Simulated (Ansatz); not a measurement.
Levels about the gap of amorphous Si₂₄O₄₇H (72 atoms in a cell of 1080 Å³, 2.19 g/cm³; zone centre alone, so wide bands show as single levels with stretches between that a denser mesh fills), at the geometry that PBE relaxed, where it gives 1.1 GPa on a denser mesh. The participation number counts the atoms over which a state spreads; weights are charges in smoothed Voronoi cells. The levels come from a single point, so bond lengths are those of that geometry. Method of the levels: PBE, scalar-relativistic without spin-orbit coupling (Ansatz, an electronic-structure program). Sampling: the zone centre alone; Fermi-Dirac width 0.02 eV; collinear spin, started from a total moment of 1 μB (at the end a net moment of 1.0 μB). The usual formal charges leave 3 electrons over, so the level spacing at the Fermi energy parts defect or band states and needn't be the band gap. In the spin-polarised cell the level spacing at the Fermi energy can part levels of unlike spin. At PBE the levels at both edges of the gap are localised (band-tail or defect states), and the nearest spread-out levels lie 5.4 eV apart at the zone centre.

A CHGNet melt-quench gave the starting glass, which DFT then relaxed. O atoms were pushed apart under 1.9 Å during the dynamics, to hinder bonds among them. The hot cell started wider than the set density and was brought back towards it in steps. It is the lowest in DFT energy of 4 quenches. It is a model cell: composition and starting density were chosen by hand, and all elements were melted together. No dispersion term was used. Its density started from a set value of 2.19 and ended at 2.19 g/cm³. Cooling (nominally 800 K/ps over its main leg) ran many orders faster than in experiment, which tends to leave more defects and strain. A cell of this size samples the disorder only roughly. The volume was held where the preparation left it, at a PBE pressure of 1.1 GPa. Stress components on the final sampling reach 1.4 GPa. On a 2×2×2 Γ-centred mesh force components of up to 0.22 eV/Å stay, since the relaxation ran on the zone centre alone.

| E - E(highest filled), eV | filling | spin | participation number | largest on | weight O | weight Si | weight H |
|---|---|---|---|---|---|---|---|
| -3.07 | filled | up | 5.0 | O, 2 neighbours | 0.95 | 0.05 | 0.00 |
| -3.07 | filled | dn | 5.0 | O, 2 neighbours | 0.95 | 0.05 | 0.00 |
| -2.97 | filled | up | 4.1 | O, 2 neighbours | 0.94 | 0.06 | 0.00 |
| -2.96 | filled | dn | 4.1 | O, 2 neighbours | 0.94 | 0.06 | 0.00 |
| -1.07 | filled | up | 3.0 | Si, 3 neighbours | 0.42 | 0.58 | 0.00 |
| -0.04 | filled | up | 2.5 | Si, 3 neighbours | 0.33 | 0.66 | 0.00 |
| 0.00 | filled | dn | 2.8 | Si, 3 neighbours | 0.35 | 0.65 | 0.00 |
| 0.68 | empty | dn | 3.7 | Si, 3 neighbours | 0.42 | 0.58 | 0.00 |
| 1.85 | empty | up | 36.0 | O, 3 neighbours | 0.65 | 0.34 | 0.00 |
| 1.93 | empty | dn | 33.5 | O, 3 neighbours | 0.63 | 0.37 | 0.00 |
| 3.03 | empty | up | 31.9 | O, 3 neighbours | 0.64 | 0.35 | 0.01 |
| 3.04 | empty | dn | 33.0 | O, 3 neighbours | 0.64 | 0.35 | 0.01 |
| 3.39 | empty | up | 34.3 | O, 2 neighbours | 0.65 | 0.34 | 0.01 |
| 3.42 | empty | dn | 35.2 | Si, 4 neighbours | 0.65 | 0.34 | 0.01 |

Most localised among these is the filled level at -0.04 eV, on a Si atom, which has 3 neighbours (O 1.72 Å, O 1.75 Å, O 1.78 Å).
